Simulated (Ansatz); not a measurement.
Given:

```
CELL_PARAMETERS angstrom
      3.27161     0.00000     0.00000
      1.63580     2.83330     0.00000
      0.00000     0.00000     5.12677
ATOMIC_POSITIONS crystal
  Zr 0.33333 0.33333 0.75000
  Zr 0.66667 0.66667 0.25000
```

No spin polarisation.

Level of theory: Kohn–Sham DFT with the r2SCAN functional, run in Ansatz (a first-principles code) with PAW and 500 eV plane waves, without spin-orbit coupling, earlier PAW set. Γ-centred 20×20×11 mesh, Fermi–Dirac width 0.1 eV.

### Question
Estimate the band gap.

### Answer
Zero.

### Question
Predict the space group.

### Answer
P6_3/mmc (No. 194).

### Question
Predict the mean in-plane stress (compression positive).

### Answer
-1.4 GPa.

The cells carry an imposed strain or load. No phonon test of stability was made. The final runs are not spin-polarised. The cell was made from Zr in the hcp (Mg type) structure (space group P6_3/mmc, No. 194) by this change: biaxial strain +0.84 %, plane normal [001], relaxed out of plane.
